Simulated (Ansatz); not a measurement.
CrCl3 (within 0.1 Å of C2/m, No. 12, 8 atoms in the cell; start mp-27630), treated with PBEsol (Ansatz, a first-principles code, plane waves, PAW).

Settings: plane-wave cutoff 500 eV, 8×8×8 k mesh, gaussian smearing 0.02 eV, spin-polarised start, scalar-relativistic PAW data made under PBE.

Cell (relaxed at this level):

```cif
data_Cl6Cr2
_chemical_formula_sum 'Cr2 Cl6'
_space_group_name_H-M_alt 'P 1'
_space_group_IT_number 1
_cell_length_a 5.93406
_cell_length_b 5.93408
_cell_length_c 6.46213
_cell_angle_alpha 98.196
_cell_angle_beta 98.259
_cell_angle_gamma 119.993
loop_
_space_group_symop_operation_xyz
  'x, y, z'
loop_
_atom_site_label
_atom_site_type_symbol
_atom_site_fract_x
_atom_site_fract_y
_atom_site_fract_z
_atom_site_occupancy
Cr1 Cr 0.16666 0.83334 0.00000 1
Cr2 Cr 0.83334 0.16666 0.00000 1
Cl1 Cl 0.07700 0.43373 0.78705 1
Cl2 Cl 0.92300 0.56627 0.21295 1
Cl3 Cl 0.56643 0.92283 0.21295 1
Cl4 Cl 0.43357 0.07717 0.78705 1
Cl5 Cl 0.79029 0.79046 0.78676 1
Cl6 Cl 0.20971 0.20954 0.21324 1
```

Question: Predict the band gap.

Answer: 
- band gap: 1.61 eV (on the SCF k mesh)

Note: the magnetic order was assumed, not searched for or taken from measurement; the cell has widely spaced layers and the level no dispersion term, so their spacing and the moduli can rest on weak binding.

The computed numbers hold no vibrational or temperature effects.

It cost about 70 core-minutes (a rough figure) of CPU time.

A start named mp-… is a Materials Project structure, which need not be a measured phase.
